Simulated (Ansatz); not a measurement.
By PBEsol, the system below comes out a metal.

Crystal: Y (P6_3/mmc, hcp (Mg type), 2 atoms a cell, 33.8 Å³ an atom, -3 GPa at this level); planes in its conventional cell.

These are PBEsol (plane waves, PAW; Ansatz, a quantum-chemistry and plane-wave program) values and carry that method's errors.

Ballistic conductance counts the channels of both spins, as a mean over 0.1 eV about the Fermi level; spin-orbit coupling is left out.

```json
[
 {"plane": "(001)", "area (Å²)": "11.5", "G/A (10¹⁵ S/m²)": "0.92"},
 {"plane": "(110)", "area (Å²)": "37.1", "G/A (10¹⁵ S/m²)": "___"},
 {"plane": "(100)", "area (Å²)": "21.4", "G/A (10¹⁵ S/m²)": "___"}
]
```

### Question
Some entries are withheld; supply them.

### Answer

- (110), G/A (10¹⁵ S/m²): 0.57
- (100), G/A (10¹⁵ S/m²): 0.58
